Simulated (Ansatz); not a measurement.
The reference is W in the bcc (W type) structure (space group Im-3m, No. 229; relaxed with 0.1 eV smearing).

```
W
1.0
   -1.58442     1.58442     1.58442
    1.58442    -1.58442     1.58442
    1.58442     1.58442    -1.58442
W
1
Cartesian
  0.00000   0.00000   0.00000
```

Cartesian axes are those of the cell as printed.

The values are results of plane-wave PAW DFT at the r2SCAN level (Ansatz, a quantum-chemistry and plane-wave program, 500 eV), no spin-orbit coupling, not measurements.

Strains are applied to the cell and any free atomic positions relax; under biaxial strain the out-of-plane vector relaxes too.

One change was made to it. Results:

The energy increases by 16 meV/atom; the shortest interatomic distance falls by 0.042 Å to 2.702 Å; the pressure (mean of the normal stresses, compression positive) goes from zero to 0.5 GPa.

Question: Name the change that was made.
A. biaxial strain +0.94 %, plane normal [001], relaxed out of plane
B. tensor shear ε_xz = +2.32 %
C. strain tensor (xx, yy, zz, yz, xz, xy) = (+1.04, −0.25, −1.16, −0.41, +0.95, −0.52) %

Answer: B, tensor shear ε_xz = +2.32 %. For comparison, the energy relative to the base in the other runs: strain tensor (xx, yy, zz, yz, xz, xy) = (+1.04, −0.25, −1.16, −0.41, +0.95, −0.52) % gives +8.3 meV/atom; biaxial strain +0.94 %, plane normal [001], relaxed out of plane gives +5.2 meV/atom.

Stability against distortions was not tested. All final runs are without spin polarisation.
